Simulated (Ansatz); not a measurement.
Functionals compared on a constructed model of the (111)A surface of 3C silicon carbide, Si-terminated, (√3x√3)R30° Ag adatom at T4 (bottom of the slab: 3 H on 3 bottom sites), in Ansatz (plane waves, PAW). The structure was relaxed with PBE; the other rows are single points on it. Cutoff 420 eV (500 eV for r2SCAN).

Slab: 28 atoms, 11.3 Å thick at the start with caps and adatoms (thin: gaps and levels are the slab's own); k 6x6x1, smearing 0.025 eV, dipole-corrected; 6 atoms held, the rest relaxed; held to the start's symmetry, so lower structures may exist; no spin (no spin-polarised run to compare, though such a face may carry moments), no spin-orbit, no U. The slab shows no gap on its mesh. In PBE it is, or lies within 0.01 eV a 1x1 cell of, the lowest of the 2 structures of its composition computed so far; subsurface sites and larger cells were not tried. These notes are the PBE run's.

```csv
functional,work function of the top face (eV),rough cost of the single point
PBE,4.01,–
r2SCAN,3.99,about 3 core-minutes (a rough figure)
```

Ansatz is a first-principles code.
